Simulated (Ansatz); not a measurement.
# Effect of biaxial strain −2.00 %, plane normal [001], relaxed out of plane on Mg

Start from Mg in the hcp (Mg type) structure (space group P6_3/mmc, No. 194; a = 3.195 Å, c = 5.197 Å; relaxed with 0.1 eV smearing). Axes: x lies along a and z along c of the hexagonal cell.

The change: biaxial strain −2.00 %, plane normal [001], relaxed out of plane (Cartesian); in-plane vectors clamped, the third vector and the atoms free.

Level of theory: PBE/PAW in Ansatz (a quantum-chemistry and plane-wave program), without spin-orbit coupling. Γ-centred 21×21×11 mesh, Fermi–Dirac width 0.1 eV.

The volume per atom decreases by 0.665 Å³ (22.97 Å³ → 22.31 Å³) and the space group stays P6_3/mmc (No. 194). The shortest interatomic distance decreases by 0.0553 Å to 3.131 Å and the pressure (mean of the normal stresses, compression positive) goes from zero to 1.2 GPa. The band gap remains zero and the out-of-plane strain comes out as +1.11 %. The mean in-plane stress (compression positive) is +1.8 GPa.

Final structure (turned so that z lies along the plane normal):

```yaml
crystal:
  lattice:
    - [3.13131, 0.00000, 0.00000]
    - [1.56566, 2.71180, 0.00000]
    - [0.00000, 0.00000, 5.25422]
  atoms:
    - { symbol: Mg, position: [0.66667, 0.66667, 0.75000] }
    - { symbol: Mg, position: [0.33333, 0.33333, 0.25000] }
```

Stability against distortions was not tested.
